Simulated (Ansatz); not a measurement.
Effect of isotropic strain +5.08 % on Hf

Start from Hf in the hcp (Mg type) structure (space group P6_3/mmc, No. 194; a = 3.158 Å, c = 5.004 Å; relaxed with 0.1 eV smearing).

The change: an isotropic linear strain of +5.08 %; the atoms relax in the strained cell.

Computed with PBEsol (Ansatz, a program for electronic structure), no spin-orbit coupling, earlier PAW set. Settings: 21×21×12 k-points, 0.1 eV Fermi–Dirac smearing.

The volume per atom increases by 3.46 Å³ (21.61 Å³ → 25.07 Å³) and the space group stays P6_3/mmc (No. 194). The shortest interatomic distance increases by 0.297 bohr (5.851 bohr → 6.148 bohr) and the energy goes up by 157 meV/atom. The pressure (mean of the normal stresses, compression positive) goes from zero to -13.0 GPa and the band gap stays zero.

No phonon test of stability was made. All final runs are without spin polarisation.
